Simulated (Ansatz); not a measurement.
## MgS: biaxial strain −1.67 %, plane normal [111], relaxed out of plane

Take MgS in the rock salt structure (space group Fm-3m, No. 225; a = 5.1820 Å) as the base. Axes: x, y, z lie along the cube axes.

It is then changed as follows: biaxial strain −1.67 %, plane normal [111], relaxed out of plane (Cartesian); in-plane vectors clamped, the third vector and the atoms free.

Calculations: Kohn–Sham DFT with the PBEsol functional, run in Ansatz (a first-principles code) with PAW and 420 eV plane waves, no spin-orbit coupling. Settings: 11×11×11 k-points, 0.05 eV Fermi–Dirac smearing.

```tsv
quantity	base	changed	shift
volume per atom	17.39 Å³	16.98 Å³	-0.418 Å³
space group	Fm-3m (No. 225)	R-3m (No. 166)	–
energy relative to the base (free energy F)	0 meV/atom	+5.3 meV/atom	+5.3 meV/atom
pressure (mean of the normal stresses, compression positive)	0.00 GPa	2.00 GPa	+2.00 GPa
band gap	2.73 eV	2.67 eV	-0.053 eV
gap character	–	indirect, Γ → F	–
smallest direct gap	3.69 eV	3.78 eV	+0.09 eV
valence-band top at Γ (three highest levels, from the VBM)	0.00, 0.00, 0.00 eV	0.00, 0.00, -0.26 eV	–
valley order (the lowest conduction-band minima on the path, energy above the VBM, named in the base's zone)	X along ⟨100⟩ 2.73 eV; Γ 3.69 eV	X along [010] 2.67 eV; Γ 3.78 eV	–
out-of-plane strain	–	+0.94 %	–
ratio −ε⊥/ε∥	–	0.56	–
mean in-plane stress (compression positive)	–	+3.0 GPa	–
```

Final structure (turned so that z lies along the plane normal):

```xyz
2
Lattice="3.6030 0.0000 0.0000 1.8015 3.1203 0.0000 1.8015 -1.0401 3.0199" Properties=species:S:1:pos:R:3 pbc="T T T"
Mg     0.0000     0.0000     0.0000
S      1.8015     1.0401     1.5100
```

Whether these cells are dynamically stable was not tested. Labels are those of the standard path for the cell's own space group.
